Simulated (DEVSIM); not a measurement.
Device: abrupt Si p-n junction, at 300 K.

Layer 1 from the left is Si, thickness (μm) 1.80, Na (cm⁻³) 3.5e15, τn (s) 4e-7, τp (s) 4e-7. Layer 2 from the left is Si, thickness (μm) 300, Nd (cm⁻³) 8.6e17, τn (s) 4e-7, τp (s) 4e-7.

Left contact: ohmic. Right contact: ohmic. Voltage is applied to the left contact. Recombination: SRH at mid-gap, Auger. Mobility is constant in doping.

The device is made up for the run: typed textbook-type constants, with dimensions and the other settings drawn at random. Values at 300 K.

Si: gap (eV) 1.124, affinity (eV) 4.05, permittivity 11.7, Nc (cm⁻³) 2.86e19, Nv (cm⁻³) 3.1e19, μn (cm²/Vs) 1417, μp (cm²/Vs) 470, Cn (cm⁶/s) 2.8e-31, Cp (cm⁶/s) 9.9e-32.

Model (solved in DEVSIM): 1D drift-diffusion, Boltzmann statistics, complete ionisation; no tunnelling, impact ionisation, image-force lowering or self-heating.

Dark forward current:

```tsv
|V| (V)	|J| (A/cm²)
0.05	2.757e-8
0.10	1.359e-7
0.15	6.788e-7
0.20	3.847e-6
0.25	2.394e-5
0.30	0.0001564
0.35	0.001045
0.40	0.007036
0.45	0.04749
0.50	0.3195
0.55	2.109
0.60	12.70
0.65	56.71
0.70	161.3
0.75	323.2
0.80	525.5
0.85	754.5
0.90	1002
0.95	1262
1.00	1531
1.05	1808
1.10	2090
```

Q: Work out the local ideality factor n = ΔV / (kT/q · ln(J2/J1)) between the rows 0.15 and 0.20 V, 0.40 and 0.45 V, 1.05 and 1.10 V.

A: kT/q = 25.85 mV. From 0.15 to 0.20 V: ln(3.847e-6/6.788e-7) = 1.735, n = 1.12. From 0.40 to 0.45 V: ln(0.04749/0.007036) = 1.909, n = 1.01, near the 1 of diffusion or emission over a barrier. From 1.05 to 1.10 V: ln(2090/1808) = 0.145, n = 13.34.

Q: Estimate the current at 0.35 V from the Shockley equation with J0 = Σ q ni² D/(N L) coth(W/L), τ joining the SRH, radiative and Auger lifetimes that are on, and W taken as the whole layer.

A: ni² = 1.16e20 cm⁻⁶; electrons in the p layer: μ = 1420 cm²/Vs, D = 36.6 cm²/s, τ = 4.00e-7 s, L = 38.3 μm, W/L = 0.047, term 1.08e-9 A/cm²; holes in the n layer: μ = 470 cm²/Vs, D = 12.1 cm²/s, τ = 3.69e-7 s, L = 21.2 μm, W/L = 14, term 1.24e-13 A/cm². J0 = 1.08e-9 A/cm², and J = J0 exp(qV/kT) = 0.000820 A/cm². The simulation gives 0.00104 A/cm²; the estimate lies 22 % below. The estimate leaves out recombination in the depletion region and that region's share of W.
